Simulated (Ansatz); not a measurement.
Cost and result by functional for the adsorption energy of F on the 1x1 (101) surface of anatase TiO2 (cut with top plane O), one in a 2x1 cell, started at the site 'top O #2', in Ansatz (plane waves, PAW). Single points on the PBE structure, on one kind of machine; costs are rough ratios of the slab run's core time (references not counted) to the cheapest single point. r2SCAN's cost holds its higher cutoff (500 against 420 eV). Differences are taken against r2SCAN for comparison alone: no measured value is at hand, so the table doesn't rank accuracy. The points keep PBE's geometry, so the relaxation of a polaron and the settling of charge on one site are left out.

Host crystal: anatase TiO2, with a band gap (PBE, scalar-relativistic without spin-orbit coupling).

Slab: 37 atoms, 9.4 Å thick at the start under the adsorbate (thin: gaps and levels are the slab's own); k 3x4x1, smearing 0.01 eV, dipole-corrected; 14 atoms held, the rest relaxed; no symmetry held; spin-polarised, ending with about 1.0 μB a cell, a value that depends on the mesh; orders that need a larger cell were not tried, no spin-orbit, no U, no dispersion correction. The slab shows no gap over 0.04 eV on its mesh. At the end it is bonded to Ti. In PBE it is, or lies within 0.03 eV of, the lowest of the starts that converged. These notes are the PBE run's. RPBE: The program's check for a lower electronic state was not made. r2SCAN: The program's check for a lower electronic state was not made. Adsorption energies are against ½ F2(g). A negative adsorption energy means that the adsorbate is more stable on the surface than in its reference.

| functional | relative cost | adsorption energy (eV) | less r2SCAN (eV) |
|---|---|---|---|
| RPBE | 1 | -0.71 | 0.06 |
| r2SCAN | 2 | -0.77 | 0.00 |
| PBE (the relaxed run's value) | – | -0.80 | -0.03 |

The values span 0.08 eV, while the single points' costs differ by a factor of roughly 2. Differences are of unrounded values.

Ansatz is a quantum-chemistry and plane-wave program.
